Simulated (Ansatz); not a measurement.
Output of an Ansatz run (abridged):

```
WARN the atoms were moved onto the symmetric positions of the space group found under crystal.symmetry.tolerance 1.0e-5 (fractional …
WARN ansatz: RAYON_NUM_THREADS=1 ignored (pool sized by the plan → 1); use --threads N
Pseudopotentials: kind: paw
Pseudopotential: Lu, paw, valence charge 25
Pseudopotential: F, paw, valence charge 7
Crystal: 4 atoms, lattice volume = 53.532 Å³
Basis set: ecut = 420 eV, 1047 PW (Γ), exchange–correlation on 54×54×60 points (8 copies of the dense FFT grid, shifted against one another)
Bands: 28, of which v1, the nominal top of the filled ones, is band 23 counted from 1 (22 counted from 0)
Symmetry: 6 space group operations
Space group: P3m1 (ITA 156), of the structure as read, at distance tolerance 3.8e-5 Å
k-points: 50 of 384 (time reversal used)
PAW frozen core: Lu, regenerated for the run's functional, and the local potential with it
PAW frozen core: F, regenerated for the run's functional, and the local potential with it
Initial density: superposition of atomic densities (neutral atoms: chi_scale 0, normalization atom), corrected by the library's trained network
Initial wavefunctions: pseudopotential atomic-orbital guess
Eigensolver: davidson
Functional: x = pbesol(κ = 0.804, μ = 0.12345679012345678), c = pbesol(β = 0.046)
SCF iter   1: F=—  HF=-17020.410666 eV  |F-HF|=—  |Δ(HF+E_count)|=         —  Δρ=1.53e-2  dr2=7.86e-2  ethr=1.77e-3  ⟨swp⟩=5.0  Hψ=6156  notcnv=0  defer=138
all-band conjugate gradients solve this SCF's bands
preconditioner: auto → Resta (q_TF=auto, 2.660 Å⁻¹)
SCF iter   2: F=—  HF=-17020.385874 eV  |F-HF|=—  |Δ(HF+E_count)|=   2.48e-2  Δρ=1.92e-3  dr2=8.58e-4  ethr=1.71e-4  ⟨swp⟩=2.2  Hψ=3057  notcnv=0  defer=145
SCF iter   3: F=—  HF=-17020.386140 eV  |F-HF|=—  |Δ(HF+E_count)|=   2.66e-4  Δρ=1.12e-3  dr2=3.36e-4  ethr=1.86e-6  ⟨swp⟩=2.7  Hψ=2889  notcnv=0  defer=147
SCF iter   4: F=—  HF=-17020.386246 eV  |F-HF|=—  |Δ(HF+E_count)|=   1.06e-4  Δρ=3.53e-4  dr2=4.12e-5  ethr=7.30e-7  ⟨swp⟩=2.0  Hψ=2383  notcnv=0  defer=147
SCF iter   5: F=—  HF=-17020.386166 eV  |F-HF|=—  |Δ(HF+E_count)|=   8.04e-5  Δρ=9.44e-5  dr2=4.92e-6  ethr=8.95e-8  ⟨swp⟩=2.1  Hψ=2479  notcnv=0  defer=98
SCF iter   6: F=—  HF=-17020.386170 eV  |F-HF|=—  |Δ(HF+E_count)|=   3.77e-6  Δρ=9.56e-5  dr2=2.91e-6  ethr=1.07e-8  ⟨swp⟩=3.2  Hψ=3448  notcnv=0  defer=106
SCF iter   7: F=—  HF=-17020.386167 eV  |F-HF|=—  |Δ(HF+E_count)|=   2.46e-6  Δρ=5.45e-5  dr2=1.03e-6  ethr=6.34e-9  ⟨swp⟩=2.8  Hψ=2909  notcnv=0  defer=106
SCF iter   8: F=—  HF=-17020.386167 eV  |F-HF|=—  |Δ(HF+E_count)|=   8.04e-8  Δρ=2.31e-5  dr2=1.30e-7  ethr=2.23e-9  ⟨swp⟩=2.0  Hψ=2372  notcnv=0  defer=104
SCF iter   9: F=-17020.386167 eV  HF=-17020.386167 eV  |F-HF|=1.24e-9  |Δ(HF+E_count)|=   1.87e-8  Δρ=8.11e-6  dr2=1.64e-8  ethr=2.17e-10  ⟨swp⟩=12.9  Hψ=9707  notcnv=0
SCF 1 converged in 9 iterations: F = -17020.386167 eV  dr2 = 1.64e-8
SCF converged after 9 iterations
Free energy (F): -17020.386167 eV
Harris-Foulkes:  -17020.386167 eV  (|F-HF|=1.24e-9)
Internal energy: -17020.386167 eV  (E = F + TS)
E sigma→0 (E₀):  -17020.386167 eV
Fermi energy:    6.049918 eV
--- Per-component energies (eV) ---
  E_band       = -144.294002
  E_kinetic    = 1038.854546
  E_local      = -9211.660368  (includes V_loc(G=0)·N_el)
  E_nonlocal   = 805.580385
  E_hartree    = 3816.769567
  E_xc         = -453.260113
  E_vxc        = -562.942999  (∫ρ·V_xc dr)
  E_paw        = -7836.941681  (= ΣΔE_a)
  E_vpaw       = 152.326476  (= ΣTr[D̂ρ^β])
  E_aug_tail   = 0.006052  (compensation charges beyond the density's cutoff)
  E_ewald      = -5181.054050
  E_core_change = 1.319496  (= ΣΔE_core)
  E_smearing   = -0.000000  (= −TS)
  E_closure    = -0.000000  (closes the sum)
  Σ components = -17020.386167   (vs F -17020.386167, Δ=0.00e0)
--- Forces (eV/Å), atoms counted from 1 ---
  atom   1  Lu    -0.00000000    -0.00000000    -0.69189650
  atom   2  F      0.00000000     0.00000000     0.16225470
  atom   3  F      0.00000000    -0.00000000     0.00790928
  atom   4  F      0.00000000     0.00000000     0.52170708
  max |Σ_I F_I| component: 2.54e-5 eV/Å
--- Stress (GPa, compression-positive) ---
        3.039159       0.000000       0.000000
        0.000000       3.039159       0.000000
        0.000000       0.000000       4.514903
  P = ⅓ Tr σ = 3.5311 GPa (35.311 kbar)
  The stress holds the Pulay correction. Without it, at fixed plane waves, as pw.x and ABINIT print it: P = 2.7594 GPa
--- Band table (eV; the first three rows and the last of 50) ---
  k-point 0: bands = ["-46.3030", "-17.2998", "-17.0516", "-17.0516", "-15.4362", "-14.4438", "-14.0374", "1.7146", "1.7146", "3.5105", "3.9348", "4.0453", "4.1704", "4.1704", "4.4488", "4.4488", "5.1501", "5.2777", "5.2879", "5.2879", "5.6927", [...]
  k-point 1: bands = ["-46.3026", "-17.5395", "-17.0502", "-17.0502", "-15.4112", "-14.1880", "-13.9428", "1.7123", "1.7123", "3.2023", "3.7565", "4.1424", "4.1867", "4.1867", "4.4411", "4.4411", "5.1501", "5.2692", "5.2692", "5.2704", "5.6210", [...]
  k-point 2: bands = ["-46.3018", "-17.9092", "-17.0475", "-17.0475", "-15.3881", "-14.1041", "-13.3929", "1.7072", "1.7072", "2.4560", "3.6032", "4.1819", "4.2331", "4.2331", "4.4168", "4.4168", "5.1501", "5.2052", "5.2052", "5.2478", "5.3869", [...]
  k-point 49: bands = ["-46.2926", "-17.9764", "-17.8480", "-17.5308", "-14.2101", "-13.9150", "-13.1015", "1.5557", "2.3074", "2.4391", "2.6152", "4.0348", "4.1204", "4.3676", "4.6414", "4.8044", "5.1687", "5.1755", "5.1809", "5.2280", "5.2608", [...]
```

The structure:

```xyz
4
Lattice="3.8273 0.0000 0.0000 -1.9137 3.3146 0.0000 0.0000 0.0000 4.2198" Properties=species:S:1:pos:R:3 pbc="T T T"
Lu     0.0000     0.0000     2.1599
F      0.0000     2.2097     2.5740
F      1.9137     1.1049     1.6458
F      0.0000     0.0000     0.0000
```

Question: Reconstruct the input of this run.

Answer: Other spellings and defaults could give the same log, and not every line can be read from it. The input that was run (DFT, PBEsol, plane waves, default PAW files made with PBE):

Ansatz 0.2 input:
```yaml
crystal:
  lattice:
    - [3.827338, 0.000000, 0.000000]
    - [-1.913669, 3.314572, 0.000000]
    - [0.000000, 0.000000, 4.219812]
  atoms:
    - { symbol: Lu, position: [0.000000, 0.000000, 0.511849] }
    - { symbol: F, position: [0.333333, 0.666667, 0.609990] }
    - { symbol: F, position: [0.666667, 0.333333, 0.390010] }
    - { symbol: F, position: [0.000000, 0.000000, 0.000000] }
basis:
  ecutwfc: 420.0
kpoints:
  mp_grid:
    grid: [8, 8, 6]
hamiltonian:
  xc: pbesol
  pseudopotentials:
    kind: paw
scf:
  occupations:
    method: fixed
output:
  forces: true
  eigenvalues: true
  stress: true
```

The starting cell comes from a database of computed structures (which also holds hypothetical and non-ambient phases and stackings), without a prior relaxation at this level. Its lattice was rescaled by up to half a per cent. One atom was moved a little off its site on purpose. Spin-orbit coupling is off. With a pressure of about 4 GPa the cell is away from its equilibrium volume at this level. Ansatz's pressure includes its estimate of the finite-basis (Pulay) stress. Without the estimate this run gives 2.76 GPa.

Ansatz is a quantum-chemistry and plane-wave program.
